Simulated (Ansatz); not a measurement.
Consider interstitial H in wurtzite GaN, charge state +1. The step: a direct jump of one H atom; the atom moves 1.22 Å along (0.00, 0.38, 0.00) of the unit cell; the moving atom starts with neighbours Ga at 2.08, Ga at 2.09, Ga at 2.11; N at 1.04 Å and ends with Ga at 2.07, Ga at 2.08, Ga at 2.12; N at 1.04 Å. DFT values are from Ansatz (plane-wave PAW, 420 eV unless said) in a cell of 72 host sites, spin-restricted, static, with no finite-size correction. The charge state is imposed; whether it is stable for some Fermi level was not computed. Sites that were not tried may lie lower. The start lies 0.19 eV above the lowest site run (PBE). For the PBE band: the saddle point's order was not checked, and it lies on a symmetry element of the cell, where a band can be held.

```csv
Level,Forward barrier (eV),Cost of the band or of the saddle's single point
"CHGNet universal potential (has no charge state), its own band",0.70,-
"PBE, one k-point at (0.125, 0.250, 0.250), band relaxed",0.83,roughly 8 core-minutes
"PBE, a 2×2×2 k-point mesh shifted by half a step along c, same geometries",0.85,very roughly 80 core-seconds
"r2SCAN at 500 eV, one k-point at (0.125, 0.250, 0.250), same geometries",(withheld),about 50 core-seconds (a rough figure)
```

### Question
Some entries are withheld; supply them.

### Answer

- r2SCAN at 500 eV, one k-point at (0.125, 0.250, 0.250), same geometries, Forward barrier (eV): 0.95

Ansatz is a quantum-chemistry and plane-wave program.
